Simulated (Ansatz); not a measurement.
HgO (P3₂21, No. 154, 6 atoms in the cell; start mp-1077107; a measured phase of this formula has another space group) was calculated with PBE0 in Ansatz (plane waves, PAW).

Settings: plane-wave cutoff 500 eV, 12×12×4 k mesh (along the axes of the cell as run), gaussian smearing 0.02 eV, scalar-relativistic PAW data made under PBE.

Cell (relaxed with PBEsol):

```
HgO
1.0
    3.61517     0.00000     0.00000
   -1.80758     3.13083     0.00000
    0.00000     0.00000     8.73934
Hg O
3 3
Direct
  0.76608   0.76608   0.00000
  0.23392   0.00000   0.66667
  0.00000   0.23392   0.33333
  0.45041   0.45041   0.50000
  0.54959   0.00000   0.16667
  0.00000   0.54959   0.83333
```

### Question
What does this level give for the band gap?

### Answer

band gap: 3.35 eV (on the SCF k mesh)

Note: cell and atoms aren't relaxed at this level (pressure 1.2 GPa).

Spin–orbit coupling is not included.

Computed values are for the static lattice.

It cost around 18 core-minutes (rough) of CPU time.

A start named mp-… is a Materials Project structure, which need not be a measured phase.

Ansatz is a quantum-chemistry and plane-wave program.
